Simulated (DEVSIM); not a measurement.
System: isotype n-n heterojunction Al0.15Ga0.85As/GaAs, at 250 K.

```csv
layer (left to right),material,thickness (μm),Nd (cm⁻³),τn (s),τp (s)
1,Al0.15Ga0.85As,0.110,2.4e16,1.1e-9,1.1e-9
2,GaAs,0.160,2.2e16,1.1e-9,1.1e-9
```

Left contact: ohmic. Right contact: ohmic. Voltage is applied to the left contact. Recombination: SRH at mid-gap. Mobility is constant in doping.

This is a model device: material constants are rounded textbook-type values typed into the input, and sizes, dopings and lifetimes were drawn at random. Values at 300 K; Nc and Nv go as T^1.5, mobilities as T to minus their exponent, the gap by Varshni's rule with the affinity fixed.

```
parameter         Al0.15Ga0.85As      GaAs
----------------  --------------  --------
gap (eV)                   1.611     1.424
affinity (eV)             3.9515      4.07
permittivity               12.47      12.9
Nc (cm⁻³)                 5.6e17    4.7e17
Nv (cm⁻³)                   9e18      9e18
μn (cm²/Vs)                 5695      8500
μp (cm²/Vs)                  282       400
T exponent of μn             2.1       2.1
T exponent of μp             2.2       2.2
Varshni α (eV/K)        0.000541  0.000541
Varshni β (K)                204       204
```

DEVSIM, 1D drift-diffusion, Boltzmann statistics, complete ionisation; no tunnelling, impact ionisation, image-force lowering or self-heating. Band offsets follow the typed affinities; no thermionic-emission limit at abrupt steps, no polarisation charge.

**Question.** Tabulate band edges, carrier densities and field at zero bias.

**Answer.** Energies count from the Fermi level of the right contact; mesh points crowd at the junctions.

| x (μm) | Ec (eV) | Ev (eV) | n (cm⁻³) | p (cm⁻³) | field (V/cm) |
|---|---|---|---|---|---|
| 0.000 | 0.062 | -1.571 | 2.4e16 | < 1e2 | 1300 |
| 0.002969 | 0.062 | -1.571 | 2.4e16 | < 1e2 | 1300 |
| 0.007607 | 0.063 | -1.570 | 2.3e16 | < 1e2 | 1400 |
| 0.01562 | 0.064 | -1.569 | 2.2e16 | < 1e2 | 1600 |
| 0.03260 | 0.068 | -1.565 | 1.8e16 | < 1e2 | 2500 |
| 0.05390 | 0.075 | -1.558 | 1.3e16 | < 1e2 | 5100 |
| 0.07523 | 0.091 | -1.542 | 6.3e15 | < 1e2 | 9500 |
| 0.09319 | 0.112 | -1.521 | 2.3e15 | < 1e2 | 15000 |
| 0.1017 | 0.126 | -1.507 | 1.2e15 | < 1e2 | 17000 |
| 0.1066 | 0.135 | -1.498 | 8.2e14 | < 1e2 | 19000 |
| 0.1097 | 0.141 | -1.492 | 6.1e14 | < 1e2 | 20000 |
| 0.1136 | 0.029 | -1.417 | 9.2e16 | < 1e2 | 15000 |
| 0.1187 | 0.036 | -1.410 | 6.7e16 | < 1e2 | 11000 |
| 0.1268 | 0.043 | -1.403 | 4.8e16 | < 1e2 | 7300 |
| 0.1470 | 0.053 | -1.393 | 3.1e16 | < 1e2 | 2900 |
| 0.1716 | 0.057 | -1.389 | 2.5e16 | < 1e2 | 1100 |
| 0.2048 | 0.059 | -1.387 | 2.3e16 | < 1e2 | 300 |
| 0.2308 | 0.060 | -1.386 | 2.2e16 | < 1e2 | 120 |
| 0.2511 | 0.060 | -1.386 | 2.2e16 | < 1e2 | 63 |
| 0.2605 | 0.060 | -1.386 | 2.2e16 | < 1e2 | 53 |
| 0.2659 | 0.060 | -1.386 | 2.2e16 | < 1e2 | 50 |
| 0.2700 | 0.060 | -1.386 | 2.2e16 | < 1e2 | 50 |
